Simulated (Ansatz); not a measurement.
Consider the reaction energy. Reaction: Hf (hcp) + O2 (gas) → HfO2 (P4₂/nmc). A negative value means that the right-hand side lies lower.

HfO2 (P4₂/nmc), 96 atoms in the cell, the relaxed perfect crystal repeated, atoms not moved again, k-point mesh 2×2×2 on the run's own vectors.

Hf (hcp, P6₃/mmc), 2 atoms in the cell, k-point mesh 24×24×12 on the run's own vectors. Conventional cell: a = b = 3.2045 Å, c = 5.0723 Å, α = β = 90.00°, γ = 120.00°.

An isolated O2 molecule (triplet) in a box of 11 × 11 × 13 Å.

Plane-wave PAW calculations with Ansatz (an electronic-structure program), its default PAW set, cutoff 500 eV. The structures are at rest with PBE; other levels are single points on them. Neutral cells; Fermi-Dirac smearing of at most 0.10 eV in the solids, energies taken to zero width. The lattices are those relaxed with PBE, so at other levels the solids can be strained. A dispersion term (D3(BJ), or D4 for r2SCAN) was computed beside these levels and is taken off wherever the name lacks it. No zero-point or thermal terms. No structure search was made; lower ones may exist. Spin-orbit coupling is left out.

What value does r2SCAN give?

-11.25 eV, for Hf (hcp) + O2 (gas) → HfO2 (P4₂/nmc).
